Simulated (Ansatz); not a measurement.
## Lattice constant a of β-phase InSe (model structure) at several levels of theory

No measured value is used here.

```tsv
level (code)	value (Å)
LDA (Ansatz)	3.966
PBE (Ansatz)	4.087
PBEsol (Ansatz)	4.006
PBE-D3(BJ) (Ansatz)	[?]
PBE-D4 (Ansatz)	4.028
rVV10 (Ansatz)	4.108
r²SCAN (Ansatz)	[?]
r²SCAN-D4 (Ansatz)	4.027
r²SCAN+rVV10 (Ansatz)	4.016
HSE06-D3(BJ) (Ansatz)	[?]
PBE0-D4 (Ansatz)	3.991
```

Q: Fill in the missing entries.

A: 
- PBE-D3(BJ) (Ansatz, a first-principles code), value (Å): 4.032
- r²SCAN (Ansatz), value (Å): 4.043
- HSE06-D3(BJ) (Ansatz), value (Å): 3.980

K meshes differ between the levels. Ansatz's density-functional and Hartree–Fock values are scalar-relativistic unless marked +SOC, with PAW data made under PBE.

A model structure was made by putting elements into a prototype or built by hand; it is no filed structure, need not be a known phase, and can be a saddle point held by its symmetry.
